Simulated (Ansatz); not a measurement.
## CaO (model structure, F-43m, No. 216, 2 atoms in the cell)

Computed with LDA (Ansatz, a program for electronic structure, PAW).

Run with plane-wave cutoff 520 eV, 12×12×12 k mesh, Fermi–Dirac smearing 0.01 eV, scalar-relativistic PAW data made under PBE.

Cell (relaxed at this level):

CaO has the cubic space group F-43m (No. 216), the zinc blende structure, Pearson symbol cF8. Lattice parameters: a = b = c = 5.116 Å, α = β = γ = 90.00°. Ca on 4a has 4 O at 2.215 Å (tetrahedral). O on 4d has 4 Ca at 2.215 Å (tetrahedral). (Neighbours: up to the widest gap in distance over summed covalent radii, below 1.35, at either atom; cation-cation and far metal-metal contacts left out.)
(The calculation used a cell of 2 atoms; values per cell refer to that cell.)

| Quantity | Result |
|---|---|
| band gap | 3.32 eV (indirect) |
| smallest direct gap on the k points sampled | 4.07 eV |

Note: the relaxation could raise the start's symmetry but not lower it, so the cell can be a saddle point.

It cost very roughly 6 core-seconds of CPU time.

A model structure was made by putting elements into a prototype or built by hand; it is no filed structure, need not be a known phase, and can be a saddle point held by its symmetry.
